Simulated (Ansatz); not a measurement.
AlP (model structure, started from the BN type, Pm-3n, No. 223, 12 atoms in the cell) was calculated with PBEsol (PAW; Ansatz, a quantum-chemistry and plane-wave program).

Numerical settings: plane-wave cutoff 520 eV, 6×6×6 k mesh, Fermi–Dirac smearing 0.01 eV, scalar-relativistic PAW data made under PBE.

Cell (relaxed with PBEsol):

```cif
data_Al6P6
_chemical_formula_sum 'Al6 P6'
_space_group_name_H-M_alt 'P 1'
_space_group_IT_number 1
_cell_length_a 6.72584
_cell_length_b 6.72584
_cell_length_c 6.72584
_cell_angle_alpha 90.000
_cell_angle_beta 90.000
_cell_angle_gamma 90.000
loop_
_space_group_symop_operation_xyz
  'x, y, z'
loop_
_atom_site_label
_atom_site_type_symbol
_atom_site_fract_x
_atom_site_fract_y
_atom_site_fract_z
_atom_site_occupancy
Al1 Al 0.25000 0.00000 0.50000 1
Al2 Al 0.50000 0.25000 0.00000 1
Al3 Al 0.50000 0.75000 0.00000 1
Al4 Al 0.75000 0.00000 0.50000 1
Al5 Al 0.00000 0.50000 0.75000 1
Al6 Al 0.00000 0.50000 0.25000 1
P1 P 0.25000 0.50000 0.00000 1
P2 P 0.00000 0.25000 0.50000 1
P3 P 0.00000 0.75000 0.50000 1
P4 P 0.75000 0.50000 0.00000 1
P5 P 0.50000 0.00000 0.75000 1
P6 P 0.50000 0.00000 0.25000 1
```

Task: What does this level give for the band gap, smallest direct gap on the k points sampled and Γ–Γ gap?

Result: 
- band gap = 1.39 eV (indirect)
- smallest direct gap on the k points sampled = 1.50 eV
- Γ–Γ gap = 1.62 eV

Note: the relaxation could raise the start's symmetry but not lower it, so the cell can be a saddle point.

Computed values are for the static lattice.

A model structure was made by putting elements into a prototype or built by hand; it is no filed structure, need not be a known phase, and can be a saddle point held by its symmetry.
